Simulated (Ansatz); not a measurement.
Step by step: formation energy of PbO2 (rutile, P4₂/mnm) from the elements

We look at the formation energy of PbO2 (rutile, P4₂/mnm) from the elements. Reaction: Pb (fcc) + O2 (gas) → PbO2 (rutile). Negative: the products are lower in energy. The value is per atom of the solid.

PbO2 (rutile, P4₂/mnm), 6 atoms in the cell; metallic (partly filled levels) with PBE. Conventional cell: a = 5.0293 Å, b = 5.0293 Å, c = 3.4412 Å, α = 90.00°, β = 90.00°, γ = 90.00°.

Method: Ansatz (a first-principles code), PAW, neutral cells at 0 K with nuclei at rest, on structures from PBE+D3(BJ). Ansatz runs with its default PAW set. Other levels take these structures, unless marked own geometry. The lattices are those relaxed with PBE+D3(BJ), so at other levels the solids can be strained, which adds to the spread. Spin-orbit coupling is left out.

Total energies of the cells in eV, at zero smearing width. They compare only within one column; the weights balance every element.

| cell | atoms | weight | r2SCAN+D4 (own geometry) | RPBE |
|---|---|---|---|---|
| PbO2 (rutile) | 6 | +1 | -26111.99790 | -26114.90251 |
| Pb (fcc) | 1 | −2 | -11920.99162 | -11921.63707 |
| O2 (gas) | 2 | −2 | -1131.96800 | -1133.88935 |

r2SCAN+D4 (own geometry): (-26111.99790) − 2 × (-11920.99162) − 2 × (-1131.96800) = -6.079 eV; dividing by 6 atoms gives -1.01 eV/atom.

RPBE: (-26114.90251) − 2 × (-11921.63707) − 2 × (-1133.88935) = -3.850 eV; dividing by 6 atoms gives -0.64 eV/atom.

What follows from the r2SCAN+D4 (own geometry) value: A formula unit of PbO2 has 3 atoms, so it forms with -1.0131 × 3 = -3.039 eV, or -293.2 kJ/mol at 96.485 kJ/mol per eV.
